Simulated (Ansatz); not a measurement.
**What tensor shear ε_xy = −2.34 % does to GaN**

Consider GaN in the wurtzite structure (space group P6_3mc, No. 186; a = 3.183 Å, c = 5.184 Å). Axes: x lies along a and z along c of the hexagonal cell.

One thing is altered: a pure shear with ε_xy = ε_yx = -0.0234, atoms relaxed at fixed cell.

Computed with Kohn–Sham DFT with the r2SCAN functional, run in Ansatz (a first-principles code) with PAW and 500 eV plane waves, without spin-orbit coupling, earlier PAW set. Γ-centred 12×12×7 mesh, Fermi–Dirac width 0.05 eV.

```tsv
quantity	base	changed	shift
volume per atom	11.37 Å³	11.37 Å³	-0.006 Å³
space group	P6_3mc (No. 186)	P2_1 (No. 4)	–
shortest interatomic distance	1.946 Å	1.938 Å	-0.008 Å
energy relative to the base (free energy F)	0 meV/atom	+8.9 meV/atom	+8.9 meV/atom
pressure (mean of the normal stresses, compression positive)	0.00 GPa	0.01 GPa	+0.01 GPa
band gap	2.35 eV	2.20 eV	-0.155 eV
gap character	direct at Γ	direct at Γ	–
electron mass	0.17 mₑ along c, 0.19 mₑ across (at Γ)	0.17 mₑ along z, 0.19 mₑ across (at Γ)	–
valence-band top at Γ (three highest levels, from the VBM)	0.00, 0.00, -0.04 eV	0.00, -0.18, -0.27 eV	–
largest internal atomic displacement	–	0.025 Å	–
stress (xx, yy, zz, yz, xz, xy; compression positive)	–	(-0.20, 0.33, -0.10, 0.00, 0.00, 5.38) GPa	–
```

Final structure:

```xyz
4
Lattice="3.1833 -0.0745 0.0000 -1.6562 2.7941 0.0000 0.0000 0.0000 5.1839" Properties=species:S:1:pos:R:3 pbc="T T T"
Ga     1.5626     0.8820     0.0050
Ga    -0.0354     1.8376     2.5969
N      1.5453     0.8807     3.2360
N     -0.0182     1.8389     0.6440
```

Cost of the whole job for the changed cell (relaxation, final SCF and bands): roughly 7 core-minutes.

The cells carry an imposed strain or load. Masses are band curvatures over ±0.01 Å⁻¹ around the edge. Stability against distortions was not tested. k-point labels follow each cell's own Brillouin zone.
